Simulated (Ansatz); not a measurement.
# SrO: uniaxial strain ε_zz = −0.50 %

Take SrO in the rock salt structure (space group Fm-3m, No. 225; a = 5.122 Å) as the base. Axes: x, y, z lie along the cube axes.

Now apply this change: the cell is compressed by 0.50 % along z with no lateral relaxation, atoms relaxed at fixed cell.

Computed with DFT with PBEsol, PAW potentials and a 420 eV plane-wave cutoff in Ansatz (a program for electronic structure), scalar-relativistic without spin-orbit coupling. Γ-centred 11×11×11 mesh, Fermi–Dirac width 0.05 eV.

The volume per atom decreases by 0.08 Å³ to 16.72 Å³ and the space group becomes I4/mmm (No. 139) (base: Fm-3m (No. 225)). The shortest interatomic distance falls by 0.024 bohr to 4.816 bohr and the energy is nearly the same. The pressure (mean of the normal stresses, compression positive) goes from zero to 0.48 GPa and the band gap decreases by 0.03 eV, from 3.20 eV to 3.17 eV. The gap character comes out as indirect, Γ → M and the smallest direct gap decreases by 0.017 eV (3.26 eV → 3.25 eV). The electron mass is still 1.2 mₑ along k, 0.39 mₑ across (at X) and the valence-band top at Γ (three highest levels, from the VBM) changes from 0.00, 0.00, 0.00 eV to 0.00, -0.02, -0.02 eV. The valley order (the lowest conduction-band minima on the path, energy above the VBM, named in the base's zone) becomes X along [001] 3.17 eV; X along [100] 3.19 eV; Γ 3.95 eV (base: X along ⟨100⟩ 3.20 eV; Γ 3.93 eV) and the stress (xx, yy, zz, yz, xz, xy; compression positive) is (0.24, 0.24, 0.95, 0.00, 0.00, 0.00) GPa.

Final structure:

```
CELL_PARAMETERS angstrom
      0.00000     2.56121     2.54841
      2.56121     0.00000     2.54841
      2.56121     2.56121     0.00000
ATOMIC_POSITIONS crystal
  Sr 0.00000 0.00000 0.00000
  O  0.50000 0.50000 0.50000
```

Masses are band curvatures over ±0.01 Å⁻¹ around the edge. Along k means along the line from Γ to the band edge. Stability against distortions was not tested. Labels are those of the standard path for the cell's own space group.
